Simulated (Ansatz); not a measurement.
Here is the system:

```yaml
crystal:
  lattice:
    - [0.00000, 2.28054, 2.28054]
    - [2.28054, 0.00000, 2.28054]
    - [2.28054, 2.28054, 0.00000]
  atoms:
    - { symbol: P, position: [0.25000, 0.25000, 0.25000] }
    - { symbol: B, position: [0.00000, 0.00000, 0.00000] }
```

No spin polarisation.

All numbers come from Kohn–Sham DFT with the r2SCAN functional, run in Ansatz (an electronic-structure program) with PAW and 500 eV plane waves, no SOC. Settings: 12×12×12 k-points, 0.05 eV Fermi–Dirac smearing.

Estimate the pressure.

-26.6 kbar.

Predict the gap character.

Indirect, Γ → Γ–X (83 % along).

What is the computed smallest direct gap?

3.58 eV.

What is the computed band gap?

1.43 eV.

The cells carry an imposed strain or load. Stability against distortions was not tested. The cell was made from BP in the zinc blende structure (space group F-43m, No. 216) by this change: isotropic strain +0.54 %.
